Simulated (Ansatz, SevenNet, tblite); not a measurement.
# How well does each level of theory give the bulk modulus of cubic perovskite KZnF3?

Reference value: 80 GPa (measured, temperature not stated, no zero-point or thermal correction, (C11+2C12)/3; as tabulated in Vaitheeswaran et al. (2016), arXiv:1609.00541).

Q: What do GFN1-xTB, SevenNet-l3i5, LDA, PBE, r²SCAN, HSE06, Hartree–Fock give, and how far is each from the reference?

A: 
```
level (code)              value (GPa)  cell (Å³/atom)  difference (%)
------------------------  -----------  --------------  --------------
GFN1-xTB (tblite)                79.6            9.53            -0.5
SevenNet-l3i5 (SevenNet)         71.7           14.06           -10.4
LDA (Ansatz)                     95.6           12.54           +19.5
PBE (Ansatz)                     69.9           14.06           -12.6
r²SCAN (Ansatz)                  84.6           13.25            +5.7
HSE06 (Ansatz)                   77.3           13.58            -3.4
Hartree–Fock (Ansatz)            77.1           13.75            -3.6
```

The reference's temperature isn't stated, so close values are not ranked against it.

The measured value isn't corrected to a static lattice, so vibrations enter the comparison. A static lattice is as a rule stiffer than a warm one, by over a tenth in soft solids.  GFN1-xTB: the relaxed volume lies over a fifth from the starting cell. GFN1-xTB: the method was fitted mainly to molecules. GFN1-xTB: the run uses a supercell at the zone centre in place of a k mesh. GFN1-xTB, SevenNet-l3i5, LDA, PBE, r²SCAN, HSE06, Hartree–Fock: the relaxation could not lower the start's symmetry, so the cell can be a saddle point above a distorted one. Each level is taken at its own relaxed cell. Cutoffs and k meshes differ between the levels. Ansatz's density-functional and Hartree–Fock values are scalar-relativistic unless marked +SOC, with PAW data made under PBE.

Machine-learned potentials (SevenNet-l3i5) are trained on DFT data, which may include these solids.

Differences are worked out from the printed values.

Ansatz is a program for electronic structure.
